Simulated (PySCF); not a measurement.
PySCF 2.14.0, B3LYP/def2-svp, df: C[SiH2]O[SiH2]N(C)C, 20 atoms. The geometry is a generated start, not checked to be a minimum at this level.

* **task**: energy
* **method**: b3lyp
* **basis**: def2-svp
* **two-electron scheme**: density fitting
* **mol.max_memory**: 3000 MB
* **mf.max_cycle**: 100
* **mf.conv_tol**: 1e-09 (default)
* **mf.grids.level**: 3 (default)
* **basis functions**: 171
* **grid points**: 236208

```xyz
20

Si     2.3205     1.1494     0.1826
C      3.3426    -0.2146     1.0194
O      0.9415     0.5248    -0.4001
Si    -0.1661    -0.4170    -1.1268
N     -1.7392    -0.3418    -0.4490
C     -2.6601     0.7287    -0.7321
C     -2.1477    -1.1281     0.6861
H      1.9001     2.1727     1.1451
H      3.0417     1.7257    -0.9579
H      3.5382    -1.0395     0.3377
H      4.3016     0.1652     1.3610
H      2.8255    -0.6238     1.8842
H     -0.2648     0.0886    -2.4915
H      0.2766    -1.8004    -0.9835
H     -2.7152     1.4445     0.0977
H     -2.3449     1.2596    -1.6265
H     -3.6644     0.3230    -0.8980
H     -1.4588    -1.9548     0.8323
H     -2.1764    -0.5291     1.6037
H     -3.1508    -1.5332     0.5156
```

With the defaults (mf.DIIS = CDIIS, mf.diis = true, mf.init_guess = minao, newton = off, mf.level_shift = 0, mf.diis_space = 8) it converges in 12 Fock builds. One run each on 2 threads, 1 BLAS thread, with these changes:
- newton = Hessian by the SCF's own integrals
- mf.init_guess = mod_huckel
- mf.DIIS = EDIIS
- mf.init_guess = 1e
- mf.diis = false
- mf.level_shift = 0.1 Hartree
- mf.level_shift = 1 Hartree
- mf.diis_space = 5
- mf.diis_space = 3

Question: Which of these changes keep the SCF from converging, or lead it to another solution?

Answer: No convergence: mf.DIIS = EDIIS; mf.diis = false (the run ends without SCF convergence in 100 cycles). The rest reach the solution of the defaults.

| setting | Fock builds | end |
|---|---|---|
| the defaults | 12 | same solution |
| mf.level_shift = 0.1 Hartree | 12 | same solution |
| mf.init_guess = mod_huckel | 13 | same solution |
| mf.diis_space = 5 | 13 | same solution |
| mf.init_guess = 1e | 20 | same solution |
| mf.diis_space = 3 | 21 | same solution |
| newton = Hessian by the SCF's own integrals | 27 | same solution |
| mf.level_shift = 1 Hartree | 30 | same solution |
| mf.DIIS = EDIIS | 101 | no convergence |
| mf.diis = false | 101 | no convergence |

Under newton the count holds the products with the orbital Hessian.
